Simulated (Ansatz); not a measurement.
**Functionals side by side, with their cost (level): LiLaO2 (P2_1/c, 16 atoms in the cell)**

Cell: a = 5.9269 Å, b = 6.2392 Å, c = 5.8952 Å, α = 90.00°, β = 102.90°, γ = 90.00°.

Program: Ansatz (a quantum-chemistry and plane-wave program), default PAW files made with PBE; each row names its functional.

Base settings: kpoints.mp_grid.grid = 4 4 4; hamiltonian.xc = pbesol; hamiltonian.pseudopotentials = {kind: paw} (the program's default PAW files); scf.occupations.method = fermi_dirac; scf.occupations.width = 0.05 eV.

Differences are taken from r2SCAN, a reference of convenience: it is no measurement, and no ranking of the functionals follows.

Core times come from one kind of shared machine and are given to one figure; runs under 30 s give none.

The starting cell comes from a database of computed structures (which also holds hypothetical and non-ambient phases and stackings), without a prior relaxation at this level. In the base run, with a pressure of about -5 GPa the cell is away from its equilibrium volume at this level. Ansatz's pressure includes its estimate of the finite-basis (Pulay) stress.

```tsv
level	gap on the mesh less reference (eV)	pressure less reference (GPa)	largest difference in the force on any atom (eV/Å)	core time / reference (rough)
LDA (PW92)	-0.557	-6.25	0.148	0.4
BLYP	-0.329	5.59	0.096	0.6
PBEsol	-0.539	-2.71	0.123	0.6
r2SCAN	0.000	0.00	0.000	1
```

Left out of this page: 2 runs of the series held back from this collection.

Keys are those of Ansatz 0.2.
